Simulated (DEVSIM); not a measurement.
Structure: abrupt Ge n-p junction, at 300 K.

```tsv
layer (left to right)	material	thickness (μm)	Nd (cm⁻³)	Na (cm⁻³)	τn (s)	τp (s)
1	Ge	3.20	6.4e16	-	0.0002	0.0002
2	Ge	0.870	-	2.7e15	0.0002	0.0002
```

Left contact: ohmic. Right contact: ohmic. Voltage is applied to the left contact. Recombination: SRH at mid-gap, radiative, Auger. Mobility is μmin + (μ − μmin)/(1 + (N/Nref)^α).

This is a model device: material constants are rounded textbook-type values typed into the input, and sizes, dopings and lifetimes were drawn at random. Values at 300 K.

| parameter | Ge |
|---|---|
| gap (eV) | 0.664 |
| affinity (eV) | 4 |
| permittivity | 16 |
| Nc (cm⁻³) | 1.04e19 |
| Nv (cm⁻³) | 6e18 |
| μn (cm²/Vs) | 3900 |
| μp (cm²/Vs) | 1900 |
| μn,min | 150 |
| μp,min | 100 |
| Nref,n | 2.6e17 |
| Nref,p | 4e17 |
| αn | 0.56 |
| αp | 0.6 |
| B (cm³/s) | 6.4e-14 |
| Cn (cm⁶/s) | 1e-31 |
| Cp (cm⁶/s) | 1e-31 |

Model (solved in DEVSIM): 1D drift-diffusion, Boltzmann statistics, complete ionisation; no tunnelling, impact ionisation, image-force lowering or self-heating.

The thickness of layer 2 was swept, all else fixed.

| thickness of layer 2 (μm) | dark forward voltage at 100 A/cm² (V) | largest field in the device at zero bias (V/cm) |
|---|---|---|
| 0.17 | 0.128 | 20000 |
| 0.3 | 0.156 | 17000 |
| 0.52 | 0.188 | 16000 |
| 0.87 | 0.210 | 16000 |
| 1.5 | 0.229 | 16000 |
| 2.6 | 0.246 | 16000 |
| 4.3 | 0.263 | 16000 |

From the first row to the last the dark forward voltage at 100 A/cm² goes from 0.128 to 0.263. From the first row to the last the largest field in the device at zero bias goes from 20000 to 16000.
